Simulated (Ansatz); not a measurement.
We consider MgCu₂ (model structure, started from the C15 type, Fd-3m, No. 227, 6 atoms in the cell), described by LDA (Ansatz, an electronic-structure program, plane waves, PAW).

Settings: plane-wave cutoff 520 eV, 14×14×14 k mesh, Fermi–Dirac smearing 0.05 eV, no spin polarisation, scalar-relativistic PAW data made under PBE.

Cell (relaxed at this level):

```cif
data_Cu4Mg2
_chemical_formula_sum 'Cu4 Mg2'
_space_group_name_H-M_alt 'P 1'
_space_group_IT_number 1
_cell_length_a 4.83560
_cell_length_b 4.83560
_cell_length_c 4.83560
_cell_angle_alpha 60.000
_cell_angle_beta 60.000
_cell_angle_gamma 60.000
loop_
_space_group_symop_operation_xyz
  'x, y, z'
loop_
_atom_site_label
_atom_site_type_symbol
_atom_site_fract_x
_atom_site_fract_y
_atom_site_fract_z
_atom_site_occupancy
Cu1 Cu 0.12500 0.12500 0.12500 1
Cu2 Cu 0.62500 0.12500 0.12500 1
Cu3 Cu 0.12500 0.62500 0.12500 1
Cu4 Cu 0.12500 0.12500 0.62500 1
Mg1 Mg 0.75000 0.75000 0.75000 1
Mg2 Mg 0.50000 0.50000 0.50000 1
```

Problem. What does this level give for the bulk modulus?

Solution. 
- bulk modulus = 118 GPa

The run finds no gap.

Note: the bulk modulus is −V dP/dV from two relaxed cells at ±2 % in volume.

Cost on a shared machine: around 4 core-minutes (rough).

A model structure was made by putting elements into a prototype or built by hand; here it ended with the formula and space group of a phase in our tables.
